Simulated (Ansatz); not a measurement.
Start from InAs in the zinc blende structure (space group F-43m, No. 216; a = 6.109 Å).

Structures relaxed with r2SCAN (Ansatz, a first-principles code; PAW; 500 eV plane waves; no spin-orbit coupling).

Base:

Simulated powder pattern, Cu Kα1, λ = 1.54056 Å (kinematic, ideal powder, no thermal factors, no anomalous dispersion; the 10 strongest lines at most, above 2 %, up to 2θ = 90°):

| 2θ (°) | I/Imax (%) | hkl |
|---|---|---|
| 25.23 | 100 | (111) |
| 29.21 | 4.1 | (200) |
| 41.78 | 74 | (220) |
| 49.44 | 47 | (311) |
| 60.57 | 12 | (400) |
| 66.68 | 19 | (331) |
| 76.29 | 24 | (422) |
| 81.86 | 14 | (333) |

Perturbation: a negative pressure, −1 GPa.

After the change:

Simulated powder pattern, Cu Kα1, λ = 1.54056 Å (kinematic, ideal powder, no thermal factors, no anomalous dispersion; the 10 strongest lines at most, above 2 %, up to 2θ = 90°):

```json
[
 {"2θ (°)": "25.07", "I/Imax (%)": "100", "hkl": "(111)"},
 {"2θ (°)": "29.03", "I/Imax (%)": "4.1", "hkl": "(200)"},
 {"2θ (°)": "41.52", "I/Imax (%)": "74", "hkl": "(220)"},
 {"2θ (°)": "49.11", "I/Imax (%)": "47", "hkl": "(311)"},
 {"2θ (°)": "60.16", "I/Imax (%)": "12", "hkl": "(400)"},
 {"2θ (°)": "66.21", "I/Imax (%)": "19", "hkl": "(331)"},
 {"2θ (°)": "75.74", "I/Imax (%)": "24", "hkl": "(422)"},
 {"2θ (°)": "81.25", "I/Imax (%)": "14", "hkl": "(511)"}
]
```

The indices refer to the base's conventional cell; one index is shown for lines that coincide.

The mesh was chosen for an insulator and is coarse for the gapless case. Load acts through the strain it causes; cell and atoms are relaxed under it. Whether these cells are dynamically stable was not tested. The final runs are not spin-polarised.
